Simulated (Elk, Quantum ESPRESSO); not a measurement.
Equation of state of fcc Al (space group 225): energy against volume (Elk, PBE)

```
CELL_PARAMETERS angstrom
      0.00000     1.98899     1.98899
      1.98899     0.00000     1.98899
      1.98899     1.98899     0.00000
ATOMIC_POSITIONS crystal
  Al 0.00000 0.00000 0.00000
```

Level of theory: PBE, all-electron FP-LAPW, Elk's shipped species files, LAPW+lo basis in Elk. Settings: xctype = 20; rgkmax = 8.55; swidth = 0.00183747 Ha; ngridk = 25 25 25; gmaxvr = 14 1/bohr; nxoapwlo = 1; maxscl = 100; sphere radii = {Al: 2.2} bohr. The cell above is the first row's. The rows scale it uniformly. In all rows the k mesh is held. E is the free energy at the stated smearing, counted from the lowest row.

```
V (Å^3/atom)  E (meV/atom)
------------  ------------
15.737                   ?
16.079                3.66
16.422                0.02
16.764                0.00
17.106                3.22
17.448                9.24
17.790               17.82
18.132               28.59
18.474               41.30
```

The 8 complete rows are fitted with the third-order Birch-Murnaghan form, a cubic in V^(-2/3), E against V. With u = V^(-2/3) - 0.150, the rows have u = 0.006974, 0.004780, 0.002668, 0.000626, -0.001348, -0.003260, -0.005111, -0.006904. Least squares gives E = 4.819 - 2796.42·u + 368776·u² + 1211566·u³. Residuals (row less fit): -0.004, 0.010, -0.006, 0.007, -0.016, 0.007, 0.007, -0.005; standard error 0.012 (degrees of freedom: 4). Its minimum lies at u = 0.003723, so V0 = (0.153723)^(-3/2) = 16.59. There d²E/du² = 764600 and d³E/du³ = 7269000, so B0 = (4/9) × 16.59^(-7/3) × 764600 × 0.160218 = 77.5 GPa (the last factor turns the table's units into GPa), and B0' = 4 + (2/3) × 0.153723 × (7269000)/764600 = 5.0.

Task: What does the fit predict for E at V = 15.737, and how far is the calculated value from it?

Result: u = 0.009240, so E = 4.819 - 2796.42 × 0.009240 + 368776 × 0.009240² + 1211566 × 0.009240³ = 11.421 meV/atom. The calculation gives 11.32 meV/atom, 0.101 meV/atom below the prediction (0.2 % of the range of E in the table). The row lies outside the fitted rows, so this is an extrapolation. From the scatter of the fitted rows alone, a prediction at this place has a standard error of 0.035 meV/atom, so the miss is 2.9 times that.

Carrying the step between the two nearest rows on in a straight line would have given 7.29, off by 4.03; series whose last step already gives the withheld value aren't shown. The scan was laid around a cell of about the measured size, scaled by a guess for this functional. A plane-wave scan with the same functional (Quantum ESPRESSO, GBRV) gives V0 = 16.49 Å^3/atom and B0 = 77.8 GPa; a Birch-Murnaghan fit to all rows here lies 0.6 % from it in V0 and -1 % in B0; the two differ in basis, and may differ in potentials and mesh. Values depend on the basis (sphere radii, cutoffs, local orbitals), which need not be converged. Sphere radii are the same in all rows. Cutoffs and mesh are single choices, not tested for convergence of this quantity. Series with a scatter that would blur these digits, or in which a gap closes, are not shown. Nor are scans whose minimum lies at an end fitted in this form.
